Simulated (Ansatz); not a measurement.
The parent structure is CsCl in the CsCl type structure (space group Pm-3m, No. 221; a = 4.1403 Å).

Calculations: r2SCAN (Ansatz, a first-principles code), no spin-orbit coupling.

One change was made to it. Results:

The volume per atom falls by 4.013 Å³ to 31.47 Å³; the electron mass (degenerate bands, along [100]) goes from 0.36, 1.3 mₑ (at Γ) to 0.33, 1.2 mₑ (at Γ); the valley order (the lowest conduction-band minima on the path, energy above the VBM, named in the base's zone) changes from Γ 5.91 eV; M along ⟨110⟩ 6.56 eV to Γ 5.77 eV; M along ⟨110⟩ 6.66 eV.

Task: Name the change that was made.
A. pressure 3 GPa
B. pressure 10 GPa
C. pressure −1 GPa
D. pressure −2 GPa
E. pressure 0.3 GPa

Result: A, pressure 3 GPa. For comparison, the valley order in the other runs: pressure 10 GPa gives Γ 5.43 eV; M along ⟨110⟩ 6.72 eV; pressure −1 GPa gives Γ 5.70 eV; M along ⟨110⟩ 6.48 eV; pressure −2 GPa gives Γ 5.25 eV; M along ⟨110⟩ 6.33 eV; pressure 0.3 GPa gives Γ 5.90 eV; M along ⟨110⟩ 6.57 eV.

The levels and masses belong to the bands next to the band gap. Load acts through the strain it causes; cell and atoms are relaxed under it. Effective masses come from finite differences of ±0.01 Å⁻¹. Stability against distortions was not tested. Competing high-pressure phases were not computed.
